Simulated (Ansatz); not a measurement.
The starting structures come from a database of crystals and need not be the phases stable at ambient conditions.

The decay constant κ of evanescent states in the gap governs leakage through a thin film.

```xyz
8
Lattice="6.8315 0.0000 0.0000 -3.1018 6.0867 0.0000 1.8648 3.0434 5.8249" Properties=species:S:1:pos:R:3 pbc="T T T"
K      4.3482     1.5217     2.9125
K     -0.6185     4.5650     2.9125
Sn     1.8648     3.0434     0.0000
Hg     0.0000     0.0000     0.0000
Se    -0.6960     2.6819     0.0000
Se     2.7249     4.4469     1.9947
Se     2.7056     0.5976     0.0000
Se     4.5897     7.4903     3.8302
```

Space group of this cell: I-42m. The cell is taken as given; by r2SCAN its mean pressure is -1.5 GPa.

Transport runs along the normal of the first two printed cell vectors, the (110) plane of the conventional cell.

No gap correction and no spin-orbit coupling; mid-gap values are interpolated between computed energies.

Question: State the band gap and the smallest decay constant κ at mid-gap according to r2SCAN (Ansatz, a program for electronic structure).

Answer: Gap 1.85 eV on a 6×6×6 mesh; κ = 0.193 1/Å, at the zone centre.
